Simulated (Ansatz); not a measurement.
HfSiO4: response to strain

Base system: HfSiO4 (space group I4_1/amd, No. 141; a = 6.582 Å, c = 5.966 Å). Axes: x, y, z lie along a, b, c of the conventional cell.

Strains are applied to the cell and any free atomic positions relax; under biaxial strain the out-of-plane vector relaxes too.

Method: PBEsol (Ansatz, a first-principles code, PAW, no SOC).

Notes on the quantities. pressure: mean of the normal stresses, compression positive; energy relative to the base: free energy F.

```tsv
variant	out-of-plane strain	pressure	energy relative to the base
base	–	0.00 GPa	0 meV/atom
biaxial strain −4.30 %, plane normal [001], relaxed out of plane	[?]	[?]	[?]
biaxial strain −2.26 %, plane normal [001], relaxed out of plane	+1.57 %	6.75 GPa	+15 meV/atom
biaxial strain +4.54 %, plane normal [001], relaxed out of plane	-2.35 %	-9.23 GPa	+47 meV/atom
```

Problem. Fill in the withheld entries from the trend.

Solution. 
- biaxial strain −4.30 %, plane normal [001], relaxed out of plane, out-of-plane strain: +3.31 %
- biaxial strain −4.30 %, plane normal [001], relaxed out of plane, pressure: 13.84 GPa
- biaxial strain −4.30 %, plane normal [001], relaxed out of plane, energy relative to the base: +56 meV/atom

Stability against distortions was not tested.
